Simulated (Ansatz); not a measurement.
**LaMgNO (model structure, started from the LaZnOP type, P4/nmm, No. 129, 8 atoms in the cell): bulk modulus by level of theory**

No measured value is used here.

```tsv
level (code)	value (GPa)	cell (Å³/atom)
LDA (Ansatz)	___	14.55
PBE (Ansatz)	78.4	15.64
PBEsol (Ansatz)	85.1	15.04
r²SCAN (Ansatz)	86.2	15.34
```

Task: What belongs in the gaps?

Result: 
- LDA (Ansatz, a program for electronic structure), value (GPa): 92.7

LDA, PBE, PBEsol, r²SCAN: the bulk modulus is −V dP/dV from two relaxed cells at ±2 % in volume. Each level is taken at its own relaxed cell. Cutoffs differ between the levels. Ansatz's density-functional and Hartree–Fock values are scalar-relativistic unless marked +SOC, with PAW data made under PBE.

A model structure was made by putting elements into a prototype or built by hand; it is no filed structure, need not be a known phase, and can be a saddle point held by its symmetry.
